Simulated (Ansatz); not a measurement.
Relaxation of the outer planes of the (11-23) surface of hcp Ti in its 1x1 cell, outermost plane spacing 0.53 Å in the ideal cut.

Method: PBE (plane waves to 420 eV, PAW; Ansatz, a program for electronic structure).

Slab: 19 atoms, 9.6 Å thick at the start (thin: gaps and levels are the slab's own); k 8x6x1, smearing 0.1 eV, dipole-corrected; all atoms relaxed; symmetry of the start imposed; no spin, no spin-orbit, no U.

| plane | atoms | bulk spacing to the next (Å) | relaxed spacing (Å) | change (%) | rumpling (Å) |
|---|---|---|---|---|---|
| 1 | Ti | 0.533 | 0.476 | -10.8 | 0.00 |
| 2 | Ti | 0.533 | 0.575 | 7.8 | 0.00 |
